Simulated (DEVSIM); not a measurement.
System: abrupt In0.53Ga0.47As p-n junction, at 400 K.

```tsv
layer (left to right)	material	thickness (μm)	Nd (cm⁻³)	Na (cm⁻³)	τn (s)	τp (s)
1	In0.53Ga0.47As	1.90	-	4.4e16	2e-8	2e-8
2	In0.53Ga0.47As	73.0	1.4e16	-	2e-8	2e-8
```

Left contact: ohmic. Right contact: ohmic. Voltage is applied to the left contact. Recombination: SRH at mid-gap. Mobility is μmin + (μ − μmin)/(1 + (N/Nref)^α).

This is a model device: material constants are rounded textbook-type values typed into the input, and sizes, dopings and lifetimes were drawn at random. Values at 300 K; Nc and Nv go as T^1.5, mobilities as T to minus their exponent, the gap by Varshni's rule with the affinity fixed.

```tsv
parameter	In0.53Ga0.47As
gap (eV)	0.74
affinity (eV)	4.51
permittivity	13.9
Nc (cm⁻³)	2.1e17
Nv (cm⁻³)	7.7e18
μn (cm²/Vs)	12000
μp (cm²/Vs)	300
μn,min	300
μp,min	10
Nref,n	1.3e17
Nref,p	4.9e17
αn	0.48
αp	0.4
T exponent of μn	1.6
T exponent of μp	1.6
Varshni α (eV/K)	0.00035
Varshni β (K)	190
```

DEVSIM, 1D drift-diffusion, Boltzmann statistics, complete ionisation; no tunnelling, impact ionisation, image-force lowering or self-heating.

The doping Na of layer 1 was swept, all else fixed.

```csv
doping Na of layer 1 (cm^-3),potential step across the device at zero bias (V),dark forward voltage at 100 A/cm² (V),largest field in the device at zero bias (V/cm)
1.3e15,0.287,0.234,9700
4.4e15,0.329,0.276,15000
1.3e16,0.366,0.316,23000
4.4e16,0.408,0.362,31000
1.3e17,0.446,0.401,37000
4.4e17,0.488,0.443,50000
1.3e18,0.525,0.473,73000
```

From the first row to the last the potential step across the device at zero bias goes from 0.287 to 0.525. From the first row to the last the dark forward voltage at 100 A/cm² goes from 0.234 to 0.473.
